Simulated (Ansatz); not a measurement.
The reference is Ca in the fcc (Cu type) structure (space group Fm-3m, No. 225; relaxed with 0.1 eV smearing).

```
Ca
1.0
    0.00000     2.78423     2.78423
    2.78423     0.00000     2.78423
    2.78423     2.78423     0.00000
Ca
1
Direct
  0.00000   0.00000   0.00000
```

Cartesian axes are those of the cell as printed.

Calculations: DFT with r2SCAN, PAW potentials and a 500 eV plane-wave cutoff in Ansatz (an electronic-structure program), spin-orbit coupling left out.

For the base:

The band gap is zero. The volume per atom is 43.17 Å³.

One thing is altered: compressive biaxial strain of 1.10 % in the plane normal to [001], as in epitaxy on a mismatched substrate; the out-of-plane cell vector and the atoms relax.

**Question.** Estimate the effect on the energy relative to the base.

**Answer.** The energy grows by 0.6 meV/atom.

**Question.** Predict the new band gap.

**Answer.** The band gap remains zero.

**Question.** Estimate the effect on the volume per atom.

**Answer.** The volume per atom shrinks by 0.345 Å³, from 43.17 Å³ to 42.82 Å³.

No phonon test of stability was made.
